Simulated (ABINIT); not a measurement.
ABINIT run on CuAu (P4mm, 2 atoms in the cell): self-consistent single point.

Computed with PBEsol, PAW (JTH v2.0 PBE PAW, files made for PBE) (plane waves; ABINIT).

```xyz
2
Lattice="2.8140 0.0000 0.0000 0.0000 2.8140 0.0000 0.0000 0.0000 3.6883" Properties=species:S:1:pos:R:3 pbc="T T T"
Cu     0.0000     0.0000     0.0500
Au     1.4070     1.4070     1.8442
```

Reference input (self-consistent single point, DFT, PBEsol, plane waves, PAW (JTH v2.0 PBE PAW, files made for PBE)): pseudos = [Cu.GGA_PBE-JTH.xml, Au.GGA_PBE-JTH.xml]; ecut = 30 Ha; pawecutdg = 60 Ha; ixc = -116133; occopt = 3; tsmear = 0.00367493 Ha; ngkpt = 5 5 4; nshiftk = 1; shiftk = 0 0 0; potentials = JTH v2.0 PBE PAW; nband = 21; kptopt = 1. This run's input differs from it in these lines:

```diff
@@ -21,3 +21,3 @@
 tsmear 0.00367493
-nband 21
+nband 15
 kptopt 1
```

Output, abridged:

```
 Calling pw_orthon to orthonormalize bands.
 Calling pw_orthon to orthonormalize bands.
 Calling pw_orthon to orthonormalize bands.
 Calling pw_orthon to orthonormalize bands.
 Calling pw_orthon to orthonormalize bands.
   [... 13 lines left out ...]
 Calling pw_orthon to orthonormalize bands.
 Calling pw_orthon to orthonormalize bands.
 Calling pw_orthon to orthonormalize bands.
 Calling pw_orthon to orthonormalize bands.

 newocc:
  The calling routine gives nelect=   0.30000000D+02
  The lowest bound is  -0.37629443D+01, with nelect=  0.00000000D+00
  The highest bound is   0.25951762D+01, with nelect=  0.30000000D+02

--- !BUG
src_file: m_occ.F90
src_line: 643
mpi_rank: 0
message: |

     newocc:
      The calling routine gives nelect=   0.30000000D+02
      The lowest bound is  -0.37629443D+01, with nelect=  0.00000000D+00
      The highest bound is   0.25951762D+01, with nelect=  0.30000000D+02
...

  Action: contact ABINIT group (please attach the output of `abinit -b`)

 abinit_abort: decision taken to exit. Check above messages for more info
Abort(13) on node 0 (rank 0 in comm 0): application called MPI_Abort(MPI_COMM_WORLD, 13) - process 0

--- !BUG
src_file: m_occ.F90
src_line: 643
mpi_rank: 0
message: |

     newocc:
      The calling routine gives nelect=   0.30000000D+02
      The lowest bound is  -0.37629443D+01, with nelect=  0.00000000D+00
      The highest bound is   0.25951762D+01, with nelect=  0.30000000D+02
...

  Action: contact ABINIT group (please attach the output of `abinit -b`)
```

The program stopped before any SCF iteration. 

The starting cell has typed, rounded lattice constants, without a prior relaxation at this level. Its lattice was rescaled by up to half a per cent. One atom was moved a little off its site on purpose. The potentials were made for another functional than the one used.

These are the values that this program gave, and no reference: the one-centre exchange-correlation terms come from a truncated expansion.
